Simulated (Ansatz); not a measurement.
MoSi2, response to strain

Base system: MoSi$_{2}$ (space group I4/mmm, No. 139; a = 3.174 Å, c = 7.779 Å; relaxed with 0.1 eV smearing). Axes: x, y, z lie along a, b, c of the conventional cell.

Strains are applied to the cell and any free atomic positions relax.

Calculations: LDA (Ansatz, a program for electronic structure, PAW, no spin-orbit coupling).

Candidates:
(a) uniaxial strain ε_zz = +2.00 %
(b) uniaxial strain ε_zz = −2.50 %
(c) uniaxial strain ε_zz = +2.50 %
(d) uniaxial strain ε_zz = −1.50 %
(e) uniaxial strain ε_zz = −2.00 %

Notes on the quantities. energy relative to the base: free energy F.

Question: Order them by energy relative to the base, highest first.

Answer: (b) uniaxial strain ε_zz = −2.50 % (+15 meV/atom), (c) uniaxial strain ε_zz = +2.50 % (+13 meV/atom), (e) uniaxial strain ε_zz = −2.00 % (+9.2 meV/atom), (a) uniaxial strain ε_zz = +2.00 % (+8.2 meV/atom), (d) uniaxial strain ε_zz = −1.50 % (+5.1 meV/atom)

Whether these cells are dynamically stable was not tested. The final runs are not spin-polarised.
